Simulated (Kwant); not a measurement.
Model system: GaAs/Al0.3Ga0.7As stack with 1 barrier. One parabolic valley. Leads of mass 0.067 mₑ with the band edge at 0; grid 0.1 nm; bias swept from 0.0096 to 0.44756 V, dropping linearly over the stack. Emitter Fermi level 0.018 eV, 4 K, equal in the collector.

```json
[
 {"layer": "1", "thickness (nm)": "5.7", "band offset (eV)": "0.24", "mass (mₑ)": "0.092"}
]
```

The device is made up for the run: typed textbook-type constants, with dimensions and the other settings drawn at random.

Model: one-band effective-mass tight-binding model in one dimension, coherent, no space charge, current by the Tsu-Esaki formula (Kwant).

Sweep values stay those of the base run.

Base results: J (A/cm²) at bias = 0.3340 V 1390; J (A/cm²) at bias = 0.1069 V 138; J (A/cm²) at bias = 0.4476 V 4950; J (A/cm²) at bias = 0.2205 V 437.

Problem. What follows from this one change: temperature 4 → 150 K?

Solution. J at bias = 0.3340 V 1390 → 7740 A/cm²; J at bias = 0.1069 V 138 → 733 A/cm²; J at bias = 0.4476 V 4950 → 27400 A/cm²; J at bias = 0.2205 V 437 → 2330 A/cm².

Problem. What follows from this one change: thickness of the first barrier 5.7 → 6.8 nm?

Solution. J at bias = 0.3340 V 1390 → 596 A/cm²; J at bias = 0.1069 V 138 → 32.7 A/cm²; J at bias = 0.4476 V 4950 → 3290 A/cm²; J at bias = 0.2205 V 437 → 134 A/cm².

Problem. What follows from this one change: height of the first barrier 0.24 → 0.14 eV?

Solution. J at bias = 0.3340 V 1390 → 29500 A/cm²; J at bias = 0.1069 V 138 → 2010 A/cm²; J at bias = 0.4476 V 4950 → 60600 A/cm²; J at bias = 0.2205 V 437 → 7770 A/cm².
